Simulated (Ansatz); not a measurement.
Start from CdSe in the wurtzite structure (space group P6_3mc, No. 186; a = 4.383 Å, c = 7.154 Å).

Calculations: DFT with PBE, PAW potentials and a 420 eV plane-wave cutoff in Ansatz (an electronic-structure program), no spin-orbit coupling.

Before the change:

```
Quantity                              Value
---------------------  --------------------
Valence-band top at Γ  0.00, 0.00, -0.04 eV
Gap character                   direct at Γ
Lattice parameter a                 4.383 Å
```

It is then changed as follows: a hydrostatic pressure of 4.2 GPa.

Predict the new valence-band top at Γ, gap character, lattice parameter a and mean gap deformation potential ΔEg/Δln V.

The valence-band top at Γ (three highest levels, from the VBM) becomes 0.00, 0.00, -0.07 eV (base: 0.00, 0.00, -0.04 eV); the gap character stays direct at Γ; the lattice parameter a shrinks by 0.117 Å to 4.266 Å; the mean gap deformation potential ΔEg/Δln V amounts to -2.1 eV.

Load acts through the strain it causes; cell and atoms are relaxed under it. Whether these cells are dynamically stable was not tested. Measured, CdSe leaves this structure (for rock salt) near 2.72 GPa (temperature not stated; as listed in Datta, Sujoy, Jana, Debnarayan, arXiv (2020)), on rising pressure, with hysteresis.
